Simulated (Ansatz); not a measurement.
LiH (model structure, within 0.1 Å of P6₃/mmc, No. 194, 4 atoms in the cell), treated with PBE (Ansatz, a quantum-chemistry and plane-wave program, PAW).

Run with plane-wave cutoff 520 eV, 12×12×8 k mesh (along the axes of the cell as run), Fermi–Dirac smearing 0.01 eV, scalar-relativistic PAW data made under PBE.

Cell (relaxed with PBEsol):

Space group P6₃/mmc (No. 194); a = 3.233 Å, b = 3.233 Å, c = 4.044 Å, α = 90.00°, β = 90.00°, γ = 120.00°

```json
[
 {"atom": "Li", "site": "2c", "symmetry": "-6m2", "x": "0.3333", "y": "0.6667", "z": "0.2500"},
 {"atom": "H", "site": "2d", "symmetry": "-6m2", "x": "0.6667", "y": "0.3333", "z": "0.2500"}
]
```

Question: Give the computed band gap and smallest direct gap on the k points sampled.

Answer: 
band gap: 1.80 eV (indirect)
smallest direct gap on the k points sampled: 3.06 eV

Note: cell and atoms aren't relaxed at this level (pressure 0.6 GPa).

Computed values are for the static lattice.

Cost on a shared machine: very roughly 6 core-seconds.

A model structure was made by putting elements into a prototype or built by hand; it is no filed structure, need not be a known phase, and can be a saddle point held by its symmetry.
